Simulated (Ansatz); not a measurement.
Si3P4 (model structure, started from the beta Si3N4 type, P6₃/m, No. 176, 14 atoms in the cell): properties by level of theory

```json
[
 {"level (code)": "LDA (Ansatz)", "lattice constant a (Å)": "9.642", "c axis length (Å)": "3.629", "cohesive energy (eV/atom)": "4.71", "band gap (eV)": "0.00"},
 {"level (code)": "PBEsol (Ansatz)", "lattice constant a (Å)": "9.700", "c axis length (Å)": "3.650", "cohesive energy (eV/atom)": "4.27", "band gap (eV)": "0.00"},
 {"level (code)": "PBE-D3(BJ) (Ansatz)", "lattice constant a (Å)": "9.693", "c axis length (Å)": "3.638", "cohesive energy (eV/atom)": "4.18", "band gap (eV)": "0.01"}
]
```

Computed values are for a static lattice. A gap of zero means that the bands touch or overlap; how far they overlap is not shown.  Each level is taken at its own relaxed cell. Ansatz's density-functional and Hartree–Fock values are scalar-relativistic unless marked +SOC, with PAW data made under PBE.

Ansatz's density-functional and Hartree–Fock values are scalar-relativistic unless marked +SOC, with PAW data made under PBE.

Free atoms are spin-polarised, in the lowest state found; at levels without +SOC their spin–orbit coupling is left out.

A model structure was made by putting elements into a prototype or built by hand; it is no filed structure, need not be a known phase, and can be a saddle point held by its symmetry.

Ansatz is an electronic-structure program.
